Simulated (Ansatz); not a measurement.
Structure of amorphous Si$_{16}$C$_{24}$N$_{16}$ (periodic cell):

```xyz
56
Lattice="9.0779 0.1066 0.0794 0.1066 8.8094 -0.2075 0.0794 -0.2075 8.8600" Properties=species:S:1:pos:R:3 pbc="T T T"
Si     7.3694     6.3103     8.0741
Si     1.6136     2.5260     0.4051
Si     6.4071     1.8957     1.9543
Si     7.2894     5.8384     5.2778
Si     4.5329     5.8704     6.6571
Si     3.0467     7.3373     5.1121
Si     5.3506     6.5163     2.9539
Si     1.2864    -0.0724     7.6372
Si     3.9559     8.6479     3.3733
Si     2.3141     6.9028     0.3171
Si     5.1138     7.3086     0.7431
Si     6.5663     1.6656     6.3989
Si     3.7162     4.2263     0.0218
Si     4.5474     1.7054     8.6305
Si     5.1780     4.1532     4.0381
Si     2.7935     4.1707     2.8904
C      6.5420     0.0771     8.0722
C      2.9552     2.4451     6.4216
C      3.1756     1.3891     4.3039
C      9.2070     6.5296     8.2619
C      0.4097     6.8972     4.3831
C      7.6605     0.6876     7.4629
C      3.9760     5.8597     8.5457
C      2.9818     2.6490     7.8567
C      7.9732     5.1066     0.3004
C      4.0794     8.7994     1.4087
C      1.6140     6.5337     3.9435
C      2.8205     8.6320     0.7264
C      1.1024     6.0500     1.4803
C      2.7769     1.2128     5.6811
C      7.9528     3.2423     6.1547
C      0.0808     5.7878     0.4985
C      1.5570     5.6245     2.8003
C      3.4876     3.3507     5.5090
C      4.7963     1.1871     1.4279
C      6.1329     2.5277     3.7545
C      7.7355     3.7820     0.6309
C      3.4339     2.8520     4.1306
C      8.7154     2.7252     1.1196
C      6.4267     3.2601     0.6850
N      6.3060     1.7423     4.7613
N      1.2834     7.0314     7.8307
N      8.1603     4.3227     5.7228
N      8.2445     1.6942     1.7448
N      4.2264     5.1599     2.9390
N      5.3665     0.7131     7.4488
N      8.9572     0.8045     7.4690
N      4.4171     4.3717     5.6990
N      1.9244     0.7382     0.3306
N      6.3187     6.0969     6.6554
N      8.3958     7.1438     4.9801
N      2.6905     3.5433     1.3125
N      2.3862    -0.0068     6.2615
N      6.5426     7.7512     8.6978
N      5.4193     3.3219     8.7670
N      6.4316     5.4895     3.8844
```

Computed with PBE, scalar-relativistic without spin-orbit coupling (plane waves to 420 eV, PAW; Ansatz, an electronic-structure program).

The cell was made by melting and quenching with the CHGNet potential and then relaxed with DFT. N atoms were pushed apart under 1.9 Å during the dynamics, to hinder bonds among them. The hot cell started wider than the set density and was brought back towards it in steps. It is the lowest in DFT energy of 2 quenches. It is a model cell: composition and starting density were chosen by hand, and all elements were melted together. No dispersion term was used. Its density started from a set value of 2.10 and ended at 2.26 g/cm³. The simulated quench (nominally 470 K/ps over its main leg) is rapid and tends to freeze in more defects than a deposited or slowly cooled glass has. Values belong to this one cell and scatter from quench to quench. Volume and shape were free in the relaxation. On a 2×2×2 Γ-centred mesh force components of up to 0.40 eV/Å stay, since the relaxation ran on the zone centre alone.

Bonds are counted up to Si-Si 2.60 Å, Si-C 2.19 Å, Si-N 2.06 Å, C-C 1.78 Å, C-N 1.64 Å, N-N 1.70 Å. Two cations that share two anions don't count as bonded, nor two that share one unless they lie closer than Si-Si 2.38 Å, Si-C 2.00 Å, C-C 1.63 Å.

### Question
Give the coordination numbers, mean bond lengths and angles.

### Answer

```json
{
  "Mean coordination of Si": "4.06 (15 with 4, 1 with 5)",
  "Mean coordination of C": "3.08 (2 with 2, 18 with 3, 4 with 4)",
  "Mean coordination of N": "2.69 (5 with 2, 11 with 3)",
  "Mean C-C bond": "1.440 Å (spread 0.041 Å, 18 counted)",
  "Mean Si-N bond": "1.769 Å (spread 0.056 Å, 31 counted)",
  "Mean Si-C bond": "1.933 Å (spread 0.089 Å, 26 counted)",
  "Mean C-N bond": "1.336 Å (spread 0.080 Å, 12 counted)",
  "Bond angle at Si": "mean 109.0°, spread 18.5°",
  "Bond angle at C": "mean 117.1°, spread 16.7°",
  "Bond angle at N": "mean 117.8°, spread 17.7°"
}
```

### Question
Which atoms depart from the most common coordination of their element?

### Answer
Si15 has 5 (N45 1.77 Å, N56 1.84 Å, N48 1.84 Å, C36 1.91 Å, C38 2.18 Å); C21 has 2 (N51 1.22 Å, C27 1.33 Å); C23 has 4 (Si13 1.88 Å, Si10 1.90 Å, Si5 1.97 Å, Si11 2.03 Å); C24 has 4 (C18 1.45 Å, Si13 1.89 Å, Si2 1.94 Å, Si14 1.98 Å); C26 has 4 (C28 1.44 Å, C35 1.47 Å, Si11 1.93 Å, Si9 1.97 Å); C31 has 2 (N43 1.18 Å, Si12 2.11 Å); C38 has 4 (C34 1.47 Å, C19 1.50 Å, Si16 1.92 Å, Si15 2.18 Å); N41 has 2 (C36 1.29 Å, Si12 1.66 Å); N43 has 2 (C31 1.18 Å, Si4 1.80 Å); N44 has 2 (C39 1.29 Å, Si3 1.86 Å); N47 has 2 (C22 1.30 Å, Si8 1.62 Å); N51 has 2 (C21 1.22 Å, Si4 1.74 Å).
